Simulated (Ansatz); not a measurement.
Consider CuI in the zinc blende structure (space group F-43m, No. 216).

```yaml
crystal:
  lattice:
    - [0.00000, 3.01140, 3.01140]
    - [3.01140, 0.00000, 3.01140]
    - [3.01140, 3.01140, 0.00000]
  atoms:
    - { symbol: Cu, position: [0.00000, 0.00000, 0.00000] }
    - { symbol: I, position: [0.25000, 0.25000, 0.25000] }
```

Cartesian axes are those of the cell as printed.

All numbers come from Ansatz (a first-principles code) r2SCAN, scalar-relativistic without spin-orbit coupling.

For the base:

- Valley order: Γ 1.67 eV; L along ⟨111⟩ 2.57 eV; X along ⟨100⟩ 2.90 eV

One thing is altered: a pure shear with ε_xy = ε_yx = 0.0057; the atoms relax in the strained cell.

Problem. What does the calculation give for the valley order and stress after the change?

Solution. The valley order (the lowest conduction-band minima on the path, energy above the VBM, named in the base's zone) goes from Γ 1.67 eV; L along ⟨111⟩ 2.57 eV; X along ⟨100⟩ 2.90 eV to Γ 1.66 eV; L along [1-11] 2.52 eV; L along [11-1] 2.60 eV; X along [001] 2.87 eV; the stress (xx, yy, zz, yz, xz, xy; compression positive) is (0.00, 0.00, 0.00, 0.00, 0.00, -0.26) GPa.

With I present, leaving out spin-orbit coupling can change the band edges. The levels and masses belong to the bands next to the band gap. No phonon test of stability was made. All final runs are without spin polarisation.
